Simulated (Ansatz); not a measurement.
The reference is CdS in the zinc blende structure (space group F-43m, No. 216; a = 5.927 Å).

Levels (all Ansatz, a first-principles code, PAW): PBE (420 eV, no spin-orbit coupling); r2SCAN (500 eV, without spin-orbit coupling).

The geometry is relaxed with PBE.

| Quantity | Value |
|---|---|
| PBE band gap | 1.04 eV |
| PBE electron mass | 0.12 mₑ (at Γ) |
| PBE width of the top valence band | 2.02 eV |

Task: How does going to r2SCAN change the band gap, electron mass and width of the top valence band?

Result: The band gap rises by 0.444 eV (1.04 eV → 1.49 eV); the electron mass goes from 0.12 mₑ (at Γ) to 0.15 mₑ (at Γ); the width of the top valence band grows by 0.06 eV (2.02 eV → 2.08 eV).

Single points use the geometry relaxed with PBE. Masses are band curvatures over ±0.01 Å⁻¹ around the edge. Whether these cells are dynamically stable was not tested.
